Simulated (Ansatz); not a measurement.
# MgS, pressure series

Take MgS in the rock salt structure (space group Fm-3m, No. 225; a = 5.155 Å) as the base.

Cell and atoms are relaxed at each pressure.

Levels (all Ansatz, an electronic-structure program, PAW): PBE-D3(BJ) (420 eV, no spin-orbit coupling); HSE06 (420 eV, no spin-orbit coupling).

Band gaps by level, all at the geometries relaxed with PBE-D3(BJ):

| case | PBE-D3(BJ) | HSE06 |
|---|---|---|
| base | 2.85 eV | 3.87 eV |
| pressure −2 GPa | 2.79 eV | 3.81 eV |
| pressure −1 GPa | 2.82 eV | 3.84 eV |
| pressure 0.3 GPa | 2.86 eV | 3.88 eV |
| pressure 0.7 GPa | 2.87 eV | 3.89 eV |
| pressure 1.5 GPa | 2.89 eV | 3.91 eV |
| pressure 5 GPa | 2.96 eV | 4.00 eV |
| pressure 7.5 GPa | 3.01 eV | 4.05 eV |

Single points use the geometry relaxed with PBE-D3(BJ). The hybrid gap comes from the SCF mesh plus the semilocal run's edge points and a few special points and is an upper bound. Load acts through the strain it causes; cell and atoms are relaxed under it. Stability against distortions was not tested. No other phases were tried under pressure. The base started in Pnma and relaxed to Fm-3m at this level.
